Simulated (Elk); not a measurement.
Input and output of a self-consistent single point for Al2Pd (Fm-3m, 3 atoms in the cell) (Elk)

Computed with PBEsol, all-electron FP-LAPW, Elk's shipped species files, default APW+lo basis run with Elk.

Input as run:

```
tasks
  0

xctype
  22

rgkmax
  7.0

rmtscf
  0.94

stype
  0

swidth
  0.00499791

scale
  7.882562427

avec
    0.0000000000    0.7071067812    0.7071067812
    0.7071067812    0.0000000000    0.7071067812
    0.7071067812    0.7071067812    0.0000000000

sppath
  './'

atoms
  2   : nspecies
  'Al.in'   : spfname
  2   : natoms; atposl, bfcmt below
  0.2500000000  0.2500000000  0.2500000000    0.0 0.0 0.0
  0.7500000000  0.7500000000  0.7500000000    0.0 0.0 0.0
  'Pd.in'   : spfname
  1   : natoms; atposl, bfcmt below
  0.0000000000  0.0000000000  0.0000000000    0.0 0.0 0.0

ngridk
  7 7 7
```

Output, abridged:

```
│ Elk code version 10.2.4 │

All units are atomic (Hartree, Bohr, etc.)

│ Ground-state run starting from atomic densities │

Lattice vectors :
   0.000000000       5.573813345       5.573813345
   5.573813345       0.000000000       5.573813345
   5.573813345       5.573813345       0.000000000

Unit cell volume      :    346.3277240
Brillouin zone volume :   0.7162297333

Muffin-tin inner radius fraction :   0.1000000000E-01

Nuclei treated as point charges

Species :    1 (Al)
 parameters loaded from : Al.in
 name : aluminium
 nuclear charge    :   -13.00000000
 electronic charge :    13.00000000
 atomic mass :    49184.33492
 muffin-tin radius :    2.068000000
 number of radial points in muffin-tin :    397
 atomic positions (lattice), magnetic fields (Cartesian) :
   1 :   0.25000000  0.25000000  0.25000000    0.00000000  0.00000000  0.00000000
   2 :  -0.25000000 -0.25000000 -0.25000000    0.00000000  0.00000000  0.00000000

Species :    2 (Pd)
 parameters loaded from : Pd.in
 name : palladium
 nuclear charge    :   -46.00000000
 electronic charge :    46.00000000
 atomic mass :    193991.7925
 muffin-tin radius :    2.444000000
 number of radial points in muffin-tin :    497
 atomic positions (lattice), magnetic fields (Cartesian) :
   1 :   0.00000000  0.00000000  0.00000000    0.00000000  0.00000000  0.00000000

Total number of atoms per unit cell :    3

Spin treatment :
 spin-unpolarised

Number of Bravais lattice symmetries :   48
Number of crystal symmetries         :   48
Crystal has inversion symmetry
Real symmetric eigensolver will be used

k-point grid :      7     7     7
k-point offset :    0.000000000       0.000000000       0.000000000
k-point set is reduced with full crystal symmetry group
Total number of k-points :       20

Muffin-tin radius times maximum |G+k| :    7.000000000
 using average radius
Maximum |G+k| for APW functions       :    3.191489362
Maximum (1/2)|G+k|²                   :    5.092802173
Maximum |G| for potential and density :    12.00000000
 potential will be trimmed for |G| > 2 gkmax
Constant for pseudocharge density :    7
Radial integration step length :    4

G-vector grid sizes :     32    32    32
Number of G-vectors :    10081

Maximum angular momentum used for
 APW functions                      :    8
 outer part of muffin-tin           :    6
 inner part of muffin-tin           :    1

Total nuclear charge    :   -72.00000000
Total core charge       :    36.00000000
Total valence charge    :    36.00000000
Total excess charge     :    0.000000000
Total electronic charge :    72.00000000

Effective Wigner radius, rₛ :    1.047181717

Number of empty states         :   12
Total number of valence states :   30
Total number of core states    :   36

Total number of local-orbitals :   32

Exchange-correlation functional :     22     0     0
 PBEsol, Phys. Rev. Lett. 100, 136406 (2008)
 gradient requirement :    1
 generalised gradient approximation (GGA)

Smearing type :    0
 Gaussian
Smearing width :   0.4997910000E-02
Effective electronic temperature (K) :    1578.215154

Mixing type :    3
 Broyden mixing, J. Phys. A: Math. Gen. 17, L317 (1984)

Kohn-Sham potential initialised from atomic data

│ Self-consistent loop started │
│ Loop number : 1 │
 total energy                :     -5494.30227581
│ Loop number : 2 │
 total energy                :     -5496.30777260
RMS change in Kohn-Sham potential (target) :   0.7896647677     (  0.1000000000E-05)
Absolute change in total energy (target)   :    2.005496785     (  0.1000000000E-03)
│ Loop number : 3 │
 total energy                :     -5496.07134971
RMS change in Kohn-Sham potential (target) :   0.7830500371     (  0.1000000000E-05)
Absolute change in total energy (target)   :   0.2649513118     (  0.1000000000E-03)
│ Loop number : 4 │
 total energy                :     -5511.31555555
RMS change in Kohn-Sham potential (target) :   0.4201713439     (  0.1000000000E-05)
Absolute change in total energy (target)   :    15.31044367     (  0.1000000000E-03)
│ Loop number : 5 │
 total energy                :     -5522.43975214
RMS change in Kohn-Sham potential (target) :   0.1554696878     (  0.1000000000E-05)
Absolute change in total energy (target)   :    14.95180750     (  0.1000000000E-03)
│ Loop number : 6 │
 total energy                :     -5527.49575316
RMS change in Kohn-Sham potential (target) :   0.4401871155E-01 (  0.1000000000E-05)
Absolute change in total energy (target)   :    8.793952904     (  0.1000000000E-03)
│ Loop number : 7 │
 total energy                :     -5529.50105678
RMS change in Kohn-Sham potential (target) :   0.1912643048E-02 (  0.1000000000E-05)
Absolute change in total energy (target)   :    4.203791845     (  0.1000000000E-03)
│ Loop number : 8 │
 total energy                :     -5529.57922616
RMS change in Kohn-Sham potential (target) :   0.1574386028E-02 (  0.1000000000E-05)
Absolute change in total energy (target)   :    1.129117333     (  0.1000000000E-03)
│ Loop number : 9 │
 total energy                :     -5529.43777196
RMS change in Kohn-Sham potential (target) :   0.1000998294E-02 (  0.1000000000E-05)
Absolute change in total energy (target)   :   0.1408251416     (  0.1000000000E-03)
│ Loop number : 10 │
 total energy                :     -5529.42896968
RMS change in Kohn-Sham potential (target) :   0.7521123767E-03 (  0.1000000000E-05)
Absolute change in total energy (target)   :   0.2640399890E-01 (  0.1000000000E-03)
│ Loop number : 11 │
 total energy                :     -5529.46179602
RMS change in Kohn-Sham potential (target) :   0.2096416378E-03 (  0.1000000000E-05)
Absolute change in total energy (target)   :   0.3942734058E-01 (  0.1000000000E-03)
│ Loop number : 12 │
 total energy                :     -5529.47482100
RMS change in Kohn-Sham potential (target) :   0.6579436625E-05 (  0.1000000000E-05)
Absolute change in total energy (target)   :   0.2288181649E-01 (  0.1000000000E-03)
│ Loop number : 13 │
 total energy                :     -5529.47545669
RMS change in Kohn-Sham potential (target) :   0.9014570911E-05 (  0.1000000000E-05)
Absolute change in total energy (target)   :   0.6356149432E-02 (  0.1000000000E-03)
│ Loop number : 14 │
 total energy                :     -5529.47519354
RMS change in Kohn-Sham potential (target) :   0.2628449943E-05 (  0.1000000000E-05)
Absolute change in total energy (target)   :   0.1325886133E-02 (  0.1000000000E-03)
│ Loop number : 15 │
 total energy                :     -5529.47506476
RMS change in Kohn-Sham potential (target) :   0.2490444280E-06 (  0.1000000000E-05)
Absolute change in total energy (target)   :   0.2026903776E-03 (  0.1000000000E-03)
│ Loop number : 16 │
 total energy                :     -5529.47505065
RMS change in Kohn-Sham potential (target) :   0.1106980492E-06 (  0.1000000000E-05)
Absolute change in total energy (target)   :   0.3655876299E-04 (  0.1000000000E-03)
Convergence targets achieved

│ Loop number : 17 │

Energies :
 Fermi                       :     0.250447739333
 sum of eigenvalues          :     -3277.46871432
 electron kinetic            :      5752.69799357
 core electron kinetic       :      5455.31519220
 Coulomb                     :     -11104.0544194
 Coulomb potential           :     -8796.55295762
 nuclear-nuclear             :     -515.048803925
 electron-nuclear            :     -12381.4582733
 Hartree                     :      1792.45265786
 Madelung                    :     -6705.77794060
 xc potential                :     -233.613750270
 exchange                    :     -174.216077393
 correlation                 :     -3.90253572096
 total energy                :     -5529.47503895

Density of states at Fermi energy :    71.08465843
 (states/Hartree/unit cell)

Estimated indirect band gap :   0.3051438258E-02
 from k-point     18 to k-point     11
Estimated direct band gap   :   0.5338884677E-02
 at k-point     11

Charges :
 core                        :    36.00000000
 valence                     :    36.00000000
 interstitial                :    5.076053291
 muffin-tins (core leakage)
  species :    1 (Al)
   atom    1                 :    10.97906506     (  0.9544995967E-03)
   atom    2                 :    10.97906506     (  0.9544995967E-03)
  species :    2 (Pd)
   atom    1                 :    44.96581658     (  0.1745332767E-07)
 total in muffin-tins        :    66.92394671
 total calculated charge     :    71.99417748
 total charge                :    72.00000000
 error                       :   0.5822523341E-02

│ Self-consistent loop stopped │
```

The run converged in 17 iterations. The count includes the last loop, which Elk runs after its targets are met.

The starting cell comes from a database of computed structures (which also holds hypothetical and non-ambient phases and stackings), without a prior relaxation at this level. Spin polarisation is off. Values depend on the basis (sphere radii, cutoffs, local orbitals), which need not be converged. The log's line on a gap gives a spacing of levels on this mesh, which the program prints for metals too.
